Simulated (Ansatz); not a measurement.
The starting structures come from a database of crystals and need not be the phases stable at ambient conditions.

 Where the default PAW files enter, the runs use the earlier of Ansatz's two default sets.

Evanescent states of Cs$_{2}$TlBiF$_{6}$ (Fm-3m, not sure to be the ambient phase, 10 atoms a cell, 23.3 Å³ an atom) along the normal of (111)

All values below come from r2SCAN (plane waves, PAW; Ansatz, a quantum-chemistry and plane-wave program).

No gap correction and no spin-orbit coupling; mid-gap values are interpolated between computed energies.

Energies count from the valence-band top; κ is the least over a 6×6 mesh across the current.

```json
[
 {"E (eV)": "0.08", "κ (1/Å)": "0.091", "where": "Γ"},
 {"E (eV)": "0.24", "κ (1/Å)": "0.152", "where": "Γ"},
 {"E (eV)": "0.40", "κ (1/Å)": "0.191", "where": "Γ"},
 {"E (eV)": "0.56", "κ (1/Å)": "0.219", "where": "Γ"},
 {"E (eV)": "0.72", "κ (1/Å)": "0.240", "where": "Γ"},
 {"E (eV)": "0.88", "κ (1/Å)": "___", "where": "Γ"},
 {"E (eV)": "1.04", "κ (1/Å)": "___", "where": "Γ"},
 {"E (eV)": "1.20", "κ (1/Å)": "___", "where": "Γ"},
 {"E (eV)": "1.36", "κ (1/Å)": "___", "where": "Γ"},
 {"E (eV)": "1.52", "κ (1/Å)": "___", "where": "Γ"},
 {"E (eV)": "1.68", "κ (1/Å)": "___", "where": "Γ"},
 {"E (eV)": "1.84", "κ (1/Å)": "___", "where": "Γ"},
 {"E (eV)": "2.00", "κ (1/Å)": "___", "where": "Γ"},
 {"E (eV)": "2.16", "κ (1/Å)": "___", "where": "Γ"},
 {"E (eV)": "2.32", "κ (1/Å)": "___", "where": "Γ"},
 {"E (eV)": "2.48", "κ (1/Å)": "___", "where": "Γ"},
 {"E (eV)": "2.64", "κ (1/Å)": "0.217", "where": "Γ"},
 {"E (eV)": "2.80", "κ (1/Å)": "0.193", "where": "Γ"},
 {"E (eV)": "2.96", "κ (1/Å)": "0.162", "where": "Γ"},
 {"E (eV)": "3.12", "κ (1/Å)": "0.119", "where": "Γ"},
 {"E (eV)": "3.28", "κ (1/Å)": "0.030", "where": "Γ"}
]
```

**Question.** Some entries are withheld; supply them.

**Answer.** 
- 0.88, κ (1/Å): 0.257
- 1.04, κ (1/Å): 0.268
- 1.20, κ (1/Å): 0.277
- 1.36, κ (1/Å): 0.282
- 1.52, κ (1/Å): 0.283
- 1.68, κ (1/Å): 0.283
- 1.84, κ (1/Å): 0.279
- 2.00, κ (1/Å): 0.272
- 2.16, κ (1/Å): 0.263
- 2.32, κ (1/Å): 0.251
- 2.48, κ (1/Å): 0.236
